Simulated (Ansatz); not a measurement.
We consider AlBN₂ (model structure, started from the BeSiN2 type, I-42d, No. 122, 8 atoms in the cell), described by LDA (Ansatz, an electronic-structure program, plane waves, PAW).

Settings: plane-wave cutoff 520 eV, 12×12×12 k mesh, Fermi–Dirac smearing 0.01 eV, scalar-relativistic PAW data made under PBE.

Cell (relaxed at this level):

```
AlBN2
1.0
   -2.02814     2.02814     3.78248
    2.02814    -2.02814     3.78248
    2.02814     2.02814    -3.78248
Al B N
2 2 4
Cartesian
  0.00000   0.00000   0.00000
  0.00000   2.02814   1.89124
  0.00000   0.00000   3.78248
  2.02814   0.00000   1.89124
  1.24344   1.01407   0.94562
  1.01407   2.81284  -0.94562
  0.78470   1.01407   4.72810
  1.01407  -0.78470   2.83686
```

**Question.** Give the computed band gap and bulk modulus.

**Answer.** 
- band gap = 2.74 eV (on the SCF k mesh)
- bulk modulus = 282 GPa

Note: the bulk modulus is −V dP/dV from two relaxed cells at ±2 % in volume; the relaxation could raise the start's symmetry but not lower it, so the cell can be a saddle point.

The computed numbers hold no vibrational or temperature effects.

A model structure was made by putting elements into a prototype or built by hand; it is no filed structure, need not be a known phase, and can be a saddle point held by its symmetry.
